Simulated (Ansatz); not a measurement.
Base system: AlN in the zinc blende structure (space group F-43m, No. 216).

```
AlN
1.0
    0.00000     2.17113     2.17113
    2.17113     0.00000     2.17113
    2.17113     2.17113     0.00000
Al N
1 1
Direct
  0.00000   0.00000   0.00000
  0.25000   0.25000   0.25000
```

Cartesian axes are those of the cell as printed.

The values are results of Ansatz (a program for electronic structure) LDA, no spin-orbit coupling, not measurements.

It is then changed as follows: every lattice vector is shortened by 2.50 %; the atoms relax in the strained cell.

**Question.** Predict the stress tensor and what it implies for the stiffness.

**Answer.** Stress of the strained cell less that of the base (GPa, compression positive):
```
  18.47    0.00    0.00
   0.00   18.47    0.00
   0.00    0.00   18.47
```

Then B = −ΔP/(ΔV/V₀) with ΔV/V₀ = -0.0731 gives secant stiffness values (nonlinear terms included at this strain): B ≈ 253 GPa.

As a check, the harmonic strain energy −½ V₀ Δσ:ε is 44 meV/atom; the computed energy rise is 41 meV/atom.

Stability against distortions was not tested. This is not the structure that AlN has at room temperature and ambient pressure.
